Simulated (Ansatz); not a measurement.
## A short convergence ladder for In2Ni3Se2 (R-3m, 7 atoms in the cell)

```xyz
7
Lattice="2.7236 1.5725 4.7410 -2.7236 1.5725 4.7410 0.0000 -3.1450 4.7410" Properties=species:S:1:pos:R:3 pbc="T T T"
In     0.0000     0.0000     0.0000
In     0.0000     0.0000     7.1116
Ni     0.0000    -1.5725     2.3705
Ni     1.3618     0.7862     2.3705
Ni    -1.3618     0.7862     2.3705
Se     0.0000     0.0000     4.0222
Se     0.0000     0.0000    10.2010
```

Base method: LDA (PW92), default PAW files made with PBE (plane waves; Ansatz, a first-principles code).

Base settings: basis.ecutwfc = 30.9 Ry; kpoints.mp_grid.grid = 6 6 6; hamiltonian.xc = lda; hamiltonian.pseudopotentials = {kind: paw} (the program's default PAW files); scf.occupations.method = fermi_dirac; scf.occupations.width = 0.0073 Ry.

Core times come from one kind of shared machine, to one figure; runs under 30 s give none.

**The force threshold of a relaxation**

On In2Ni3Se2 (R3m, 7 atoms in the cell): one atom moved by 0.15 angstrom.

In this ladder: relax = atoms.

The mesh stays at the base's, so the ladder's end is converged at best in this setting alone.

Only quantities that move along the ladder and can be compared are tabulated.

```tsv
relax.f_tol	free energy less the last step's (meV/atom)	largest force left (eV/Å)	relaxation steps	core time / last (rough)
0.2 eV/Å	0.89	0.1715	2	0.4
0.1 eV/Å	0.00	0.0052	3	0.6
0.05 eV/Å	0.00	0.0052	3	0.6
0.03 eV/Å	0.00	0.0051	4	0.7
0.02 eV/Å	0.00	0.0051	4	0.8
0.005 eV/Å	0.00	0.0049	4	0.8
0.001 eV/Å	0.00	0.0001	5	1
```

Coarsest relax.f_tol that holds the largest force left within 0.02 eV/Å of the last step, with all finer ones: 0.1 eV/Å; the step before is off by 0.17 eV/Å.

Coarsest relax.f_tol that holds the free energy within 0.2 meV/atom of the last step, with all finer ones: 0.1 eV/Å; the step before is off by 0.89 meV/atom.

On the base run: the starting cell comes from a database of computed structures (which also holds hypothetical and non-ambient phases and stackings), without a prior relaxation at this level. Its lattice was rescaled by up to half a per cent. Spin polarisation is off, so a magnetic state, if there is one, cannot be reached. In the base run, with a pressure of about -7 GPa the cell is away from its equilibrium volume at this level.

Keys are those of Ansatz 0.2.
